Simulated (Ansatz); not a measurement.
Partial pair distribution functions of a relaxed model of amorphous In24Sb8Te16, broadened by 0.06 Å; density 6.81 g/cm³. These are PBE-D3(BJ), scalar-relativistic without spin-orbit coupling, PAW (Ansatz default set, large-core Te) (plane waves to 420 eV; Ansatz, a first-principles code) values and carry that method's errors.

A CHGNet melt-quench gave the starting glass, which DFT then relaxed. The hot cell started wider than the set density and was brought back towards it in steps. It is the lowest in DFT energy of 3 quenches. It is a model cell: composition and starting density were chosen by hand, and all elements were melted together. The geometry includes D3(BJ) dispersion. Its density started from a set value of 6.30 and ended at 6.81 g/cm³. Cooling (nominally 53 K/ps over its main leg) ran many orders faster than in experiment, which tends to leave more defects and strain. Values belong to this one cell and scatter from quench to quench. Volume and shape were free in the relaxation. Stress components on the final sampling reach 0.8 GPa. On a 2×2×2 Γ-centred mesh force components of up to 0.36 eV/Å stay, since the relaxation ran on one k-point at (1/4, 1/4, 1/4).

| r (Å) | g In-Te | g In-Sb | g In-In | g Sb-Sb |
|---|---|---|---|---|
| 2.65 | 0.01 | 0.00 | 0.00 | 0.00 |
| 2.75 | 0.25 | 0.08 | 0.00 | 0.22 |
| 2.85 | 1.06 | 1.39 | 0.19 | 3.17 |
| 2.95 | 3.10 | 3.58 | 0.94 | 6.01 |
| 3.05 | 6.54 | 4.88 | 0.93 | 2.56 |
| 3.15 | 5.22 | 5.99 | 0.97 | 0.14 |
| 3.25 | 3.07 | 2.50 | 0.96 | 0.00 |
| 3.35 | 2.17 | 0.49 | 0.64 | 0.00 |
| 3.45 | 1.65 | 0.48 | 1.29 | 0.00 |
| 3.55 | 1.01 | 1.33 | 1.57 | 0.07 |
| 3.65 | 1.01 | 0.87 | 1.70 | 1.18 |
| 3.75 | 1.03 | 0.69 | 1.18 | 1.22 |
| 3.85 | 0.42 | 0.93 | 1.20 | 0.08 |
| 3.95 | 0.49 | 0.82 | 2.06 | 0.00 |
| 4.05 | 0.39 | 0.90 | 1.96 | 0.01 |
| 4.15 | 0.50 | 0.76 | 1.64 | 0.67 |
| 4.25 | 0.92 | 1.16 | 1.02 | 2.49 |
| 4.35 | 1.08 | 0.78 | 1.32 | 1.14 |
| 4.45 | 0.63 | 0.41 | 0.98 | 1.16 |
| 4.55 | 0.55 | 1.17 | 0.63 | 0.18 |
| 4.65 | 0.58 | 0.88 | 0.59 | 0.07 |
| 4.75 | 0.56 | 0.20 | 0.76 | 0.81 |
| 4.85 | 0.50 | 0.33 | 0.95 | 0.61 |
| 4.95 | 0.64 | 0.46 | 1.04 | 0.06 |

Within 3.46 Å each In has 3.08 Te neighbours on average.
